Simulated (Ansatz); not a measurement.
Band structure of MnO2 (P4_2/mnm, 6 atoms in the cell).

```yaml
crystal:
  lattice:
    - [4.44442, 0.00000, 0.00000]
    - [0.00000, 4.44442, 0.00000]
    - [0.00000, 0.00000, 2.89575]
  atoms:
    - { symbol: Mn, position: [0.00000, 0.00000, 0.00000], spin: 4.0 }
    - { symbol: Mn, position: [0.50000, 0.50000, 0.50000], spin: 4.0 }
    - { symbol: O, position: [0.30492, 0.30492, 0.00000] }
    - { symbol: O, position: [0.69508, 0.69508, 0.00000] }
    - { symbol: O, position: [0.19508, 0.80492, 0.50000] }
    - { symbol: O, position: [0.80492, 0.19508, 0.50000] }
```
(The spins are starting values, not results.)

Computed with PBE (plane waves, PAW; Ansatz, a quantum-chemistry and plane-wave program).

Settings: kpoints.mp_grid.grid = 5 5 7; hamiltonian.xc = pbe; hamiltonian.pseudopotentials = {kind: paw} (the program's default PAW files); magnetization.spin_polarized = true; scf.occupations.method = gaussian; scf.occupations.width = 0.272 eV; kpoints.band_path.npoints = 8.

The starting cell comes from a database of computed structures (which also holds hypothetical and non-ambient phases and stackings), without a prior relaxation at this level. Its lattice was rescaled by a random factor within 2.5 % of one. The magnetic order is the one reached from the typed start; others were not searched systematically. The program warned that, by what it read of turns of the moments, another magnetic order lies lower.

Levels in eV from the Fermi level, bands 27 to 34 of the first spin channel:
| point | 27 | 28 | 29 | 30 | 31 | 32 | 33 | 34 |
|---|---|---|---|---|---|---|---|---|
| Γ | -1.28 | -1.28 | -0.73 | -0.30 | -0.25 | 2.58 | 2.58 | 3.26 |
| X | -1.48 | -1.48 | -0.78 | -0.78 | 2.05 | 2.05 | 2.35 | 2.35 |
| M | -2.17 | -2.17 | -0.13 | -0.13 | 1.30 | 1.30 | 2.54 | 2.54 |
| Z | -1.17 | -1.17 | -0.27 | -0.27 | 1.16 | 1.16 | 1.58 | 1.58 |
| R | -1.97 | -1.97 | -0.16 | -0.16 | 0.10 | 0.10 | 3.07 | 3.07 |
| A | -1.10 | -1.10 | -0.81 | -0.81 | 1.60 | 1.60 | 1.79 | 1.79 |

Bands cross the Fermi level along this path, so the cell is metallic at this level.

The net moment of the cell came out as 5.97 μB.

Keys are those of Ansatz 0.2.
